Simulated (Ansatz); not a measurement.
## Pressure series in TaAs

Take TaAs (space group I4_1md, No. 109; a = 3.463 Å, c = 11.733 Å) as the base.

Cell and atoms are relaxed at each pressure.

Computed with PBE (Ansatz, a first-principles code; PAW; 420 eV plane waves; no spin-orbit coupling).

Candidates:
(a) pressure 0.9 GPa
(b) pressure 30 GPa
(c) pressure 9 GPa
(d) pressure 2.1 GPa
(e) pressure 22.5 GPa

Before the change:

```
Quantity   Value
---------  -----
c/a ratio  3.388
```

Q: Order them by c/a ratio, lowest first.

A: (b) pressure 30 GPa (3.302), (e) pressure 22.5 GPa (3.321), (c) pressure 9 GPa (3.359), (d) pressure 2.1 GPa (3.381), (a) pressure 0.9 GPa (3.385)

Load acts through the strain it causes; cell and atoms are relaxed under it. No phonon test of stability was made. No other phases were tried under pressure. All final runs are without spin polarisation.
